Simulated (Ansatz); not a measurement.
Effect of Sb → Ru on OsSb2

Start from OsSb$_{2}$ (space group Pnnm, No. 58; a = 5.955 Å, b = 6.688 Å, c = 3.205 Å).

One thing is altered: Ru takes the place of Sb on all its sites; the structure is relaxed again.

Computed with PBEsol in Ansatz (plane waves to 420 eV, PAW, no spin-orbit coupling). k-mesh 8×8×17 (Γ-centred); smearing 0.05 eV (Fermi–Dirac), for the changed cell.

```json
{
  "volume_per_atom": "15.74 Å³ (base 21.27 Å³)",
  "space_group": "Pnnm (No. 58) (base Pnnm (No. 58))",
  "shortest_interatomic_distance": "2.278 Å (base 2.624 Å)",
  "band_gap": "zero (base 0.33 eV)"
}
```

Final structure:

```
Ru2Os
1.0
    5.76191     0.00000     0.00000
    0.00000     6.20527     0.00000
    0.00000     0.00000     2.64209
Ru Os
4 2
Cartesian
  4.95839   2.29558   0.00000
  0.80352   3.90969   0.00000
  2.07744   0.80706   1.32105
  3.68447   5.39821   1.32105
  0.00000   0.00000   0.00000
  2.88096   3.10264   1.32105
```

Spin-orbit coupling, missing from the scalar runs, can matter with Os and Sb. Whether these cells are dynamically stable was not tested. As relaxed here, Ru2Os is a hypothetical phase, not in the database extracts checked. The final runs are not spin-polarised.

Ansatz is a first-principles code.
